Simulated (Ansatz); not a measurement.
## NbP (I4₁md, No. 109, 4 atoms in the cell; start mp-9339)

These are PBE (PAW; Ansatz, an electronic-structure program) values and carry that method's errors.

Run with plane-wave cutoff 520 eV, 24×24×24 k mesh, Fermi–Dirac smearing 0.05 eV, no spin polarisation, scalar-relativistic PAW data made under PBE.

Cell (relaxed at this level):

```yaml
crystal:
  lattice:
    - [-1.67361, 1.67361, 5.71287]
    - [1.67361, -1.67361, 5.71287]
    - [1.67361, 1.67361, -5.71287]
  atoms:
    - { symbol: Nb, position: [0.50004, 0.50004, 0.00000] }
    - { symbol: Nb, position: [0.25004, 0.75004, 0.50000] }
    - { symbol: P, position: [0.08259, 0.08259, 0.00000] }
    - { symbol: P, position: [0.83259, 0.33259, 0.50000] }
```

```yaml
bulk modulus B0: 187 GPa
```

Note: the run has no spin polarisation, so it can have missed a magnetic state; the bulk modulus is −V dP/dV from two relaxed cells at ±2 % in volume; the relaxation could not lower the start's symmetry, so the cell can be a saddle point above a distorted one.

Static lattice: no zero-point or thermal effects.

It cost roughly 4 core-minutes of CPU time.

A start named mp-… is a Materials Project structure, which need not be a measured phase.
